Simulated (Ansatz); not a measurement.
An Ansatz (a program for electronic structure) run: TiO2 with a change (uniaxial strain ε_zz = +3.00 %); PBEsol (Ansatz), without spin-orbit coupling.

Input:

Ansatz 0.2 input:
```yaml
crystal:
  lattice:
    - [-1.8848940467, 1.8848940467, 4.9191116438]
    - [1.8848940467, -1.8848940467, 4.9191116438]
    - [1.8848940467, 1.8848940467, -4.9191116438]
  atoms:
    - { symbol: Ti, position: [0.75, 0.25, 0.5] }
    - { symbol: Ti, position: [0, 0, 0] }
    - { symbol: O, position: [0.5424717076, 0.0424717076, 0.5] }
    - { symbol: O, position: [0.7924717076, 0.7924717076, 0] }
    - { symbol: O, position: [0.2075282924, 0.2075282924, 0] }
    - { symbol: O, position: [0.9575282924, 0.4575282924, 0.5] }
basis: { ecutwfc: 420, ecutrho_ratio: 4, xc_grid: 2, fft_grid_basis: typed }
kpoints: { mp_grid: { grid: [12, 12, 12] } }
hamiltonian:
  xc: pbesol
  dispersion: none
  pseudopotentials: { kind: paw }
scf: { occupations: { method: fermi_dirac, width: 0.05 }, convergence: { dr2_threshold: 0.0000000006 } }
relax: { f_tol: 0.005, max_steps: 50 }
output: { forces: true, stress: true }
checkpoint: { write: state.ck, write_every: 1000 }
```

Output (explanatory and most iteration lines left out):

```
Relaxation: its limit of steps is 50 (relax.max_steps)
Pseudopotential: Ti, paw, valence charge 12
Pseudopotential: O, paw, valence charge 6
Crystal: 6 atoms, lattice volume = 69.907 Å³
Basis set: ecut = 420 eV, 1365 PW (Γ), exchange–correlation on 80×80×80 points (8 copies of the dense FFT grid, shifted against one another)
Bands: 30, of which v1, the nominal top of the filled ones, is band 24 counted from 1 (23 counted from 0)
Symmetry: 16 space group operations
Space group: I41/amd (ITA 141), of the structure as read, at distance tolerance 4.1e-5 Å
k-points: 163 of 1728
Functional: x = pbesol(κ = 0.804, μ = 0.12345679012345678), c = pbesol(β = 0.046)
SCF iter   1: F=—  HF=-7199.699688 eV  |F-HF|=—  |Δ(HF+E_count)|=         —  Δρ=1.67e-2  dr2=1.54e-1  ethr=1.77e-3  ⟨swp⟩=4.6  Hψ=19986  notcnv=0
SCF iter   2: F=—  HF=-7199.672094 eV  |F-HF|=—  |Δ(HF+E_count)|=   2.76e-2  Δρ=7.50e-3  dr2=3.57e-2  ethr=3.22e-4  ⟨swp⟩=2.0  Hψ=8892  notcnv=0  defer=251
SCF 1 converged in 9 iterations: F = -7199.665566 eV  dr2 = 5.89e-10
relax step   1: F+E_penalty+E_count = -7199.66556556 eV  Δ(F+E_penalty+E_count) = +0.000e0 eV  max|allowed force component| = 4.496e-1 eV/Å  Δτ_max = 0.0000 Å  (9 SCF iters, accepted)
Crystal: 6 atoms, lattice volume = 69.907 Å³
SCF iter   1: F=—  HF=-7199.688192 eV  |F-HF|=—  |Δ(HF+E_count)|=         —  Δρ=1.75e-3  dr2=1.78e-3  ethr=3.56e-6  ⟨swp⟩=2.0  Hψ=15115  notcnv=0  defer=258
SCF iter   2: F=—  HF=-7199.687823 eV  |F-HF|=—  |Δ(HF+E_count)|=   3.69e-4  Δρ=9.78e-4  dr2=6.63e-4  ethr=3.56e-6  ⟨swp⟩=2.1  Hψ=7211  notcnv=0  defer=258
SCF 2 converged in 8 iterations: F = -7199.687584 eV  dr2 = 5.97e-11
relax step   2: F+E_penalty+E_count = -7199.68758396 eV  Δ(F+E_penalty+E_count) = -2.202e-2 eV  max|allowed force component| = 2.521e-1 eV/Å  Δτ_max = 0.0156 Å  (8 SCF iters, accepted)
Crystal: 6 atoms, lattice volume = 69.907 Å³
SCF iter   1: F=—  HF=-7199.697847 eV  |F-HF|=—  |Δ(HF+E_count)|=         —  Δρ=2.19e-3  dr2=2.83e-3  ethr=5.84e-5  ⟨swp⟩=3.0  Hψ=11811  notcnv=0  defer=262
SCF iter   2: F=—  HF=-7199.697255 eV  |F-HF|=—  |Δ(HF+E_count)|=   5.93e-4  Δρ=1.23e-3  dr2=1.06e-3  ethr=5.89e-6  ⟨swp⟩=1.0  Hψ=6195  notcnv=0  defer=261
SCF 3 converged in 8 iterations: F = -7199.696904 eV  dr2 = 1.14e-10
relax step   3: F+E_penalty+E_count = -7199.69690440 eV  Δ(F+E_penalty+E_count) = -9.320e-3 eV  max|allowed force component| = 1.893e-2 eV/Å  Δτ_max = 0.0196 Å  (8 SCF iters, accepted)
Crystal: 6 atoms, lattice volume = 69.907 Å³
SCF iter   1: F=—  HF=-7199.696984 eV  |F-HF|=—  |Δ(HF+E_count)|=         —  Δρ=1.46e-4  dr2=1.26e-5  ethr=2.60e-7  ⟨swp⟩=2.0  Hψ=10015  notcnv=0  defer=260
SCF iter   2: F=—  HF=-7199.696956 eV  |F-HF|=—  |Δ(HF+E_count)|=   2.83e-5  Δρ=8.18e-5  dr2=4.64e-6  ethr=2.63e-8  ⟨swp⟩=1.0  Hψ=6194  notcnv=0  defer=260
SCF 4 converged in 7 iterations: F = -7199.696954 eV  dr2 = 3.01e-11
relax step   4: F+E_penalty+E_count = -7199.69695381 eV  Δ(F+E_penalty+E_count) = -4.941e-5 eV  max|allowed force component| = 8.070e-5 eV/Å  Δτ_max = 0.0013 Å  (7 SCF iters, accepted)
SCF converged after 7 iterations
Free energy (F): -7199.696954 eV
Internal energy: -7199.696954 eV  (E = F + TS)
E sigma→0 (E₀):  -7199.696954 eV
Fermi energy:    7.995526 eV
--- Forces (eV/Å), atoms counted from 1 ---
  atom   1  Ti     0.00000000     0.00000000     0.00000000
  atom   2  Ti     0.00000000     0.00000000     0.00000000
  atom   3  O      0.00000000    -0.00000000    -0.00008070
  atom   4  O     -0.00000000     0.00000000    -0.00008070
  atom   5  O      0.00000000     0.00000000     0.00008070
  atom   6  O      0.00000000    -0.00000000     0.00008070
--- Stress (GPa, compression-positive) ---
       -4.299730       0.000000       0.000000
        0.000000      -4.299730       0.000000
        0.000000       0.000000      -5.676503
  P = ⅓ Tr σ = -4.7587 GPa (-47.587 kbar)
--- Relaxed structure (4 steps of the walk, 4 accepted, 0 SCFs on fresh bases) ---
  atoms:
    - { symbol: Ti, position: [0.75, 0.24999999999999994, 0.49999999999999994] }
    - { symbol: Ti, position: [1.175499156209933e-19, 1.1754991562099329e-19, 2.102080820992843e-35] }
    - { symbol: O, position: [0.5459205474610556, 0.045920547461055505, 0.5] }
    - { symbol: O, position: [0.7959205474610554, 0.7959205474610554, -7.71649921630284e-35] }
    - { symbol: O, position: [0.2040794525389445, 0.2040794525389445, 9.046930115665398e-36] }
    - { symbol: O, position: [0.9540794525389443, 0.45407945253894433, 0.5] }
```

Whether these cells are dynamically stable was not tested. All final runs are without spin polarisation. The cell was made from TiO2 in the anatase structure (space group I4_1/amd, No. 141) by this change: uniaxial strain ε_zz = +3.00 %.
